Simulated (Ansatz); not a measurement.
Base system: MoTe2 in the 2H-MoS2 type structure (space group P6_3/mmc, No. 194; layered, stacked along the Cartesian z axis).

```cif
data_Mo2Te4
_chemical_formula_sum 'Mo2 Te4'
_space_group_name_H-M_alt 'P 1'
_space_group_IT_number 1
_cell_length_a 3.49661
_cell_length_b 3.49661
_cell_length_c 13.69583
_cell_angle_alpha 90.000
_cell_angle_beta 90.000
_cell_angle_gamma 120.000
loop_
_space_group_symop_operation_xyz
  'x, y, z'
loop_
_atom_site_label
_atom_site_type_symbol
_atom_site_fract_x
_atom_site_fract_y
_atom_site_fract_z
_atom_site_occupancy
Mo1 Mo 0.33333 0.66667 0.75000 1
Mo2 Mo 0.66667 0.33333 0.25000 1
Te1 Te 0.33333 0.66667 0.11732 1
Te2 Te 0.66667 0.33333 0.61732 1
Te3 Te 0.66667 0.33333 0.88268 1
Te4 Te 0.33333 0.66667 0.38268 1
```

All numbers come from Ansatz (an electronic-structure program) PBE-D3(BJ), without spin-orbit coupling.

One change was made to it. Results:

The shortest interatomic distance goes up by 0.006 Å, from 2.716 Å to 2.722 Å; the density falls by 0.20 g/cm³ to 7.84 g/cm³; the c/a ratio goes up by 0.040 (3.917 → 3.957).

Q: What was done to the base?
A. pressure 7.5 GPa
B. pressure −2 GPa
C. pressure 1.5 GPa
D. pressure 0.7 GPa
E. pressure −1 GPa

A: E, pressure −1 GPa. For comparison, the density in the other runs: pressure 7.5 GPa gives 8.97 g/cm³; pressure −2 GPa gives 7.55 g/cm³; pressure 0.7 GPa gives 8.16 g/cm³; pressure 1.5 GPa gives 8.28 g/cm³.

Load acts through the strain it causes; cell and atoms are relaxed under it. No phonon test of stability was made. No other phases were tried under pressure. The final runs are not spin-polarised. The D3 term's C6 switches between coordination references near this geometry, which can add small steps to energies.
